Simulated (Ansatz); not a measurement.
# Pressure series in BaCuSF

Base system: BaCuSF (space group P4/nmm, No. 129; a = 4.035 Å, c = 8.961 Å; a cell from a computed database, its experimental status unchecked).

Cell and atoms are relaxed at each pressure.

Method: Ansatz (a first-principles code) PBEsol, no spin-orbit coupling.

| variant | electron mass | shortest interatomic distance | c/a ratio |
|---|---|---|---|
| base | 2.0 mₑ along c, 0.36 mₑ across (at Γ) | 2.394 Å | 2.221 |
| pressure 0.3 GPa | 2.1 mₑ along c, 0.36 mₑ across (at Γ) | 2.392 Å | 2.221 |
| pressure 0.7 GPa | 2.2 mₑ along c, 0.36 mₑ across (at Γ) | 2.389 Å | 2.220 |
| pressure 1.5 GPa | 2.3 mₑ along c, 0.36 mₑ across (at Γ) | 2.383 Å | 2.220 |

The levels and masses belong to the bands next to the band gap. Load acts through the strain it causes; cell and atoms are relaxed under it. Masses are band curvatures over ±0.01 Å⁻¹ around the edge. Whether these cells are dynamically stable was not tested. No Hubbard U is applied. The final runs are not spin-polarised.
